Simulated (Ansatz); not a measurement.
# Several settings converged on YAl2 (R3m, 6 atoms in the cell)

```yaml
crystal:
  lattice:
    - [0.00000, 3.91266, 3.91266]
    - [3.91266, 0.00000, 3.91266]
    - [3.91266, 3.91266, 0.00000]
  atoms:
    - { symbol: Y, position: [0.75369, 0.75369, 0.75369] }
    - { symbol: Y, position: [0.50000, 0.50000, 0.50000] }
    - { symbol: Al, position: [0.12500, 0.62500, 0.12500] }
    - { symbol: Al, position: [0.12500, 0.12500, 0.12500] }
    - { symbol: Al, position: [0.62500, 0.12500, 0.12500] }
    - { symbol: Al, position: [0.12500, 0.12500, 0.62500] }
```

Base method: PBEsol, default PAW files made with PBE (plane waves; Ansatz, a quantum-chemistry and plane-wave program).

Base settings: basis.ecutwfc = 420 eV; kpoints.mp_grid.grid = 7 7 7; hamiltonian.xc = pbesol; hamiltonian.pseudopotentials = {kind: paw} (the program's default PAW files); scf.occupations.method = fermi_dirac; scf.occupations.width = 0.1 eV.

The count of work is k-points × plane waves × bands × iterations; it is no time. 

**The k-point mesh at a smearing width of 0.02 eV**

In this ladder: scf.occupations.width = 0.02 eV.

Only quantities that move along the ladder and can be compared are tabulated.

| kpoints.mp_grid.grid | free energy less the last step's (meV/atom) | pressure (GPa) | largest difference of a force vector from the last step's (eV/Å) | count of work / last |
|---|---|---|---|---|
| 3 3 3 | 52.10 | -1.30 | 0.015 | 0.014 |
| 4 4 4 | -14.29 | -0.25 | 0.008 | 0.027 |
| 5 5 5 | 3.74 | -0.56 | 0.008 | 0.039 |
| 6 6 6 | -1.66 | -0.52 | 0.006 | 0.065 |
| 7 7 7 | 0.13 | -0.54 | 0.012 | 0.090 |
| 8 8 8 | 0.97 | -0.54 | 0.005 | 0.13 |
| 10 10 10 | 0.18 | -0.52 | 0.004 | 0.24 |
| 14 14 14 | 0.19 | -0.53 | 0.002 | 0.59 |
| 17 17 17 | 0.00 | -0.53 | 0.000 | 1.0 |

Coarsest kpoints.mp_grid.grid that holds the free energy within 2 meV/atom of the last step, with all finer ones: 6 6 6, at 0.065 of the last step's count of work; the step before is off by 3.7 meV/atom.

Coarsest kpoints.mp_grid.grid that holds the pressure within 0.05 GPa of the last step, with all finer ones: 5 5 5, at 0.039 of the last step's count of work; the step before is off by 0.28 GPa.

**The width of Fermi-Dirac smearing**

In this ladder: kpoints.mp_grid.grid = 12 12 12.

Narrow widths need finer meshes than wide ones, so the last steps can hold mesh noise.

Only quantities that move along the ladder and can be compared are tabulated; pressure and forces are left out, as mesh noise rules them at narrow widths.

| scf.occupations.width | free energy less the last step's (meV/atom) | energy extrapolated to zero width less the last step's (meV/atom) |
|---|---|---|
| 1 eV | -882.06 | 11.93 |
| 0.5 eV | -211.67 | 4.29 |
| 0.3 eV | -74.56 | -1.91 |
| 0.2 eV | -33.05 | -2.30 |
| 0.1 eV | -7.27 | -0.53 |
| 0.05 eV | 0.00 | 0.00 |

Widest scf.occupations.width that holds the energy extrapolated to zero width within 1 meV/atom: not settled: the last two steps still differ by 0.53 meV/atom, over half the tolerance, so the ladder does not show it.

Widest scf.occupations.width that holds the free energy within 5 meV/atom: not settled: the last two steps still differ by 7.3 meV/atom, over half the tolerance, so the ladder does not show it.

The extrapolation to zero width removes most of the smearing's effect on the energy.

**The width of cold smearing**

In this ladder: kpoints.mp_grid.grid = 12 12 12; scf.occupations.method = cold.

Narrow widths need finer meshes than wide ones, so the last steps can hold mesh noise.

Only quantities that move along the ladder and can be compared are tabulated; pressure and forces are left out, as mesh noise rules them at narrow widths.

```tsv
scf.occupations.width	free energy less the last step's (meV/atom)
1 eV	6.23
0.5 eV	1.22
0.3 eV	0.35
0.2 eV	0.63
0.1 eV	0.41
0.05 eV	0.00
```

Widest scf.occupations.width that holds the free energy within 5 meV/atom of the last step, with all finer ones: 0.5 eV; the step before is off by 6.2 meV/atom.

On the base run: the starting cell comes from a database of computed structures (which also holds hypothetical and non-ambient phases and stackings), without a prior relaxation at this level. Its lattice was rescaled by up to half a per cent. One atom was moved a little off its site on purpose. Ansatz's pressure includes its estimate of the finite-basis (Pulay) stress.

Left out of this page: 4 runs of the series outside the window shown, repeating another row's setting, or not comparable.

Keys are those of Ansatz 0.2.
